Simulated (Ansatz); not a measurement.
Symmetric slabs, relaxed from ideal cuts in 1x1 cells, of group IV semiconductors: work function (eV) by functional, in Ansatz (plane waves, PAW). All structures are PBE's; the other columns are single points with references at the same level. No spin-orbit coupling, Hubbard U or dispersion. The rows are a random draw from the class, without slabs that broke up, higher cuts of a face and adsorbates that left their site.

| system | PBE (eV) | r2SCAN (eV) |
|---|---|---|
| alpha tin (211), ideal cut with outer spacing 1.36 Å | 4.34 | 4.50 |
| alpha tin (111), ideal cut with outer spacing 0.96 Å | 4.33 | 4.51 |
| alpha tin (310), ideal cut with outer spacing 1.05 Å | 4.05 | 4.13 |
| alpha tin (100), ideal cut with outer spacing 1.66 Å | 4.51 | 4.70 |
| alpha tin (210), ideal cut with outer spacing 0.74 Å | 4.14 | 4.24 |
| alpha tin (311), ideal cut with outer spacing 1.51 Å | 4.10 | 4.20 |
| alpha tin (331), ideal cut with outer spacing 0.38 Å | 4.31 | 4.49 |
| alpha tin (221), ideal cut with outer spacing 0.55 Å | 4.34 | ? |

Question: Fit a straight line y = a·x + b by least squares to the 7 complete rows (x: PBE (eV); y: r2SCAN (eV)).

Answer: the means are x̄ = 4.2543 and ȳ = 4.3957; Σ(x − x̄)² = 0.16017 and Σ(x − x̄)(y − ȳ) = 0.20293, so a = 1.267 and b = ȳ − a·x̄ = -0.994. The largest residual is 0.024.

Question: What does the line predict for the withheld row, alpha tin (221), ideal cut with outer spacing 0.55 Å, and what did the calculation give?

Answer: the line gives 4.50; the calculation gave 4.53, a miss of 0.03, of the size of the fitted rows' scatter and rounding.

Ansatz is a first-principles code.
